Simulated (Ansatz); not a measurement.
# A computed series for Ga2O3: pressure series

Base system: Ga$_{2}$O$_{3}$ in the corundum structure (space group R-3c, No. 167; a = 5.058 Å, c = 13.624 Å (hexagonal axes)).

Cell and atoms are relaxed at each pressure.

Level of theory: PBE (Ansatz, a program for electronic structure; PAW; 420 eV plane waves; no spin-orbit coupling), earlier PAW set.

```json
[
 {"case": "base", "band gap": "2.41 eV", "density": "6.19 g/cm³"},
 {"case": "pressure −2 GPa", "band gap": "2.30 eV", "density": "6.12 g/cm³"},
 {"case": "pressure −1 GPa", "band gap": "2.36 eV", "density": "6.16 g/cm³"},
 {"case": "pressure 3 GPa", "band gap": "2.56 eV", "density": "6.28 g/cm³"},
 {"case": "pressure 7 GPa", "band gap": "2.74 eV", "density": "6.39 g/cm³"},
 {"case": "pressure 15 GPa", "band gap": "3.09 eV", "density": "6.60 g/cm³"},
 {"case": "pressure 30 GPa", "band gap": "3.64 eV", "density": "6.95 g/cm³"},
 {"case": "pressure 50 GPa", "band gap": "4.24 eV", "density": "7.35 g/cm³"},
 {"case": "pressure 75 GPa", "band gap": "4.82 eV", "density": "7.79 g/cm³"},
 {"case": "pressure 100 GPa", "band gap": "5.22 eV", "density": "8.17 g/cm³"}
]
```

Load acts through the strain it causes; cell and atoms are relaxed under it. No phonon test of stability was made. Competing high-pressure phases were not computed.
